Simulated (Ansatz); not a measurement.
The starting structures come from a database of crystals and need not be the phases stable at ambient conditions.

 Where the default PAW files enter, the runs use the earlier of Ansatz's two default sets.

## Evanescent states of BN (R3m, not sure to be the ambient phase, 2 atoms a cell, 9.0 Å³ an atom) along the normal of (001)

The numbers are results of r2SCAN (plane waves, PAW; Ansatz, a program for electronic structure), not measurements.

The gap is the functional's own, uncorrected, and κ follows it; spin-orbit coupling is left out. Mid-gap values are interpolated between the computed energies.

Energies count from the valence-band top; κ is the least over a 18×18 mesh across the current.

```json
[
 {"E (eV)": "0.11", "κ (1/Å)": "0.311", "where": "off Γ"},
 {"E (eV)": "0.33", "κ (1/Å)": "0.426", "where": "off Γ"},
 {"E (eV)": "0.55", "κ (1/Å)": "0.454", "where": "Γ"},
 {"E (eV)": "0.77", "κ (1/Å)": "0.451", "where": "Γ"},
 {"E (eV)": "0.99", "κ (1/Å)": "0.448", "where": "Γ"},
 {"E (eV)": "1.21", "κ (1/Å)": "0.445", "where": "Γ"},
 {"E (eV)": "1.43", "κ (1/Å)": "0.440", "where": "Γ"},
 {"E (eV)": "1.65", "κ (1/Å)": "0.434", "where": "Γ"},
 {"E (eV)": "1.87", "κ (1/Å)": "0.428", "where": "Γ"},
 {"E (eV)": "2.09", "κ (1/Å)": "0.421", "where": "Γ"},
 {"E (eV)": "2.31", "κ (1/Å)": "0.413", "where": "Γ"},
 {"E (eV)": "2.53", "κ (1/Å)": "0.404", "where": "Γ"},
 {"E (eV)": "2.75", "κ (1/Å)": "0.395", "where": "Γ"},
 {"E (eV)": "2.97", "κ (1/Å)": "0.384", "where": "Γ"},
 {"E (eV)": "3.19", "κ (1/Å)": "0.372", "where": "Γ"},
 {"E (eV)": "3.41", "κ (1/Å)": "0.359", "where": "Γ"},
 {"E (eV)": "3.63", "κ (1/Å)": "0.345", "where": "Γ"},
 {"E (eV)": "3.85", "κ (1/Å)": "0.329", "where": "Γ"},
 {"E (eV)": "4.07", "κ (1/Å)": "0.311", "where": "Γ"},
 {"E (eV)": "4.29", "κ (1/Å)": "0.270", "where": "off Γ"},
 {"E (eV)": "4.51", "κ (1/Å)": "0.180", "where": "off Γ"}
]
```

Problem. How thick must the barrier be to attenuate the transmission by 10^4 when the electrodes' Fermi level lies at 1.21 eV, and what attenuation does that film give at 0.33 eV?

Solution. d = 4 ln 10 / (2 × 0.445) = 10.3 Å. At 0.33 eV it gives 4 × 0.426/0.445 = 3.8 decades.
